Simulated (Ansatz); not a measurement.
Here is the system:

End structure of Ta on a Ni site (surface) in a 3x3 cell of the 1x1 (111) surface of fcc Ni, ferromagnetic:

```
CELL_PARAMETERS angstrom
      7.46572     0.00000     0.00000
     -3.73286     6.46550     0.00000
      0.00000     0.00000    25.50000
ATOMIC_POSITIONS crystal
  Ni 0.11111 0.22222 0.38155
  Ni 0.11111 0.55556 0.38155
  Ni 0.11111 0.88889 0.38155
  Ni 0.44444 0.22222 0.38155
  Ni 0.44444 0.55556 0.38155
  Ni 0.44444 0.88889 0.38155
  Ni 0.77778 0.22222 0.38155
  Ni 0.77778 0.55556 0.38155
  Ni 0.77778 0.88889 0.38155
  Ni 0.22223 0.11110 0.46035
  Ni 0.22223 0.44447 0.46035
  Ni 0.22227 0.77780 0.46041
  Ni 0.55553 0.11107 0.46041
  Ni 0.55626 0.44480 0.45967
  Ni 0.55553 0.77780 0.46041
  Ni 0.88887 0.11110 0.46035
  Ni 0.88854 0.44480 0.45967
  Ni 0.88854 0.77707 0.45967
  Ni 0.99979 0.99958 0.54023
  Ni 0.99979 0.33354 0.54023
  Ni 0.99910 0.66622 0.53945
  Ni 0.33328 0.00005 0.54053
  Ni 0.33375 0.33354 0.54023
  Ni 0.33328 0.66657 0.54053
  Ni 0.66677 0.00005 0.54053
  Ni 0.66712 0.33423 0.53945
  Ni 0.66712 0.66622 0.53945
  Ta 0.11111 0.22222 0.62269
  Ni 0.11159 0.55861 0.61959
  Ni 0.11159 0.88631 0.61959
  Ni 0.44702 0.22175 0.61959
  Ni 0.44702 0.55861 0.61959
  Ni 0.44444 0.88889 0.61961
  Ni 0.77472 0.22175 0.61959
  Ni 0.77778 0.55556 0.61828
  Ni 0.77472 0.88631 0.61959
```

Set-up: 36 atoms, 6.0 Å thick at the start (thin: gaps and levels are the slab's own); mesh 5x5x1; 0.1 eV smearing; dipole correction on; 9 atoms held, the rest relaxed; start symmetry kept, larger cells not searched; spin-polarised, no spin-orbit, no U.

What is the computed change of the step from the bottom to the top vacuum level, against the clean slab (PBE run with Ansatz, a first-principles code)?

-0.084 eV

What is the computed formation energy against fcc Ni, ferromagnetic, bcc Ta (PBE)?

-0.70 eV

Estimate the work function of the top face that PBE returns for this input.

4.99 eV

What change of the work function does PBE give?

-0.090 eV
